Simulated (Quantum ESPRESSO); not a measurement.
**Sensitivity of a calculation on BaNi₂P₄ (Immm, 7 atoms in the cell) to its settings**

```
CELL_PARAMETERS angstrom
      2.91785     3.19687     3.30496
     -2.91785     3.19687     3.30496
     -2.91785    -3.19687     3.30496
ATOMIC_POSITIONS crystal
  Ba 0.00000 0.00000 0.00000
  Ni 0.76982 0.73018 0.50000
  Ni 0.23018 0.26982 0.50000
  P  0.50000 0.75079 0.74921
  P  0.50000 0.24921 0.25079
  P  0.73866 0.50000 0.23866
  P  0.26134 0.50000 0.76134
```

Base run A: PBEsol, PSlibrary PAW (PBE) pseudopotentials run with Quantum ESPRESSO, self-consistent single point.

Its settings: ecutwfc = 50 Ry; ecutrho = 300 Ry; occupations = smearing; smearing = fermi-dirac; degauss = 0.0099958 Ry; input_dft = pbesol; K_POINTS = automatic 4 4 4 0 0 0; conv_thr = 1e-10 Ry; mixing_beta = 0.7.

The starting cell comes from a database of computed structures (which also holds hypothetical and non-ambient phases and stackings), without a prior relaxation at this level. Spin polarisation is off, so a magnetic state, if there is one, cannot be reached.

ΔF is the free energy per atom less that of run A. A dash stands where there is no value to compare (another energy zero or no entropy term, no result, no spin, no clean gap, or a mesh too coarse for one). Total energies depend on the potentials, the functional and any Hubbard or dispersion term, so they are compared only between runs that share all of them.

Run A gave: pressure (GPa) -2.47; largest force (eV/Å) 0.193; k-points 18.

Runs:
- B: ecutrho: 300 Ry → 600 Ry
- C: opposed starting moments (0 2 -2 0 0 0 0 μB); nspin: default → 2
- D: ecutwfc: 50 Ry → 65 Ry; ecutrho: 300 Ry → 390 Ry
- E: degauss: 0.0099958 Ry → 0.0147 Ry
- F: nosym: default → true
- G: degauss: 0.0099958 Ry → 0.002205 Ry; K_POINTS: automatic 4 4 4 0 0 0 → automatic 6 6 6 0 0 0
- H: mixing_ndim: default → 12
- I: mixing_beta: 0.7 → 0.5; mixing_mode: default → plain
- J: input_dft: pbesol → vdw-df-ob86 [optB86b-vdW]
- K: diago_full_acc: default → true

Question: What does run J change against A?

Answer: The pressure goes from -2.47 to 0.00 GPa and the largest force goes from 0.193 to 0.187 eV/Å.

Question: What does run E change against A?

Answer: The free energy drops by 11.2 meV/atom, the pressure goes from -2.47 to -2.30 GPa and the largest force goes from 0.193 to 0.169 eV/Å.

Question: What does run D change against A?

Answer: The free energy goes down by 3.1 meV/atom, the pressure goes from -2.47 to -2.23 GPa and the largest force stays at 0.193 eV/Å.

```
run  ΔF (meV/atom)  pressure (GPa)  largest force (eV/Å)  k-points
---  -------------  --------------  --------------------  --------
A             0.00           -2.47                 0.193        18
B             0.03           -2.47                 0.193        18
C                –           -2.46                 0.193        18
D             -3.1           -2.23                 0.193        18
E            -11.2           -2.30                 0.169        18
F             0.00           -2.46                 0.193        36
G             11.5           -2.45                 0.183        46
H             0.00           -2.46                 0.193        18
I             0.00           -2.46                 0.193        18
J                –            0.00                 0.187        18
K             0.00           -2.46                 0.193        18
```
